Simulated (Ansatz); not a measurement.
Consider HfN in the rock salt structure (space group Fm-3m, No. 225; a = 4.502 Å; relaxed with 0.1 eV smearing). Axes: x, y, z lie along the cube axes.

All numbers come from Ansatz (an electronic-structure program), PBEsol, PAW, cutoff 420 eV, no SOC.

The change: biaxial strain −0.83 %, plane normal [111], relaxed out of plane (Cartesian); in-plane vectors clamped, the third vector and the atoms free.

**Question.** Predict the new energy relative to the base and ratio −ε⊥/ε∥.

**Answer.** The energy goes up by 2.3 meV/atom; the ratio −ε⊥/ε∥ amounts to 0.90.

Whether these cells are dynamically stable was not tested. The final runs are not spin-polarised. An odd electron count without spin: HfN.
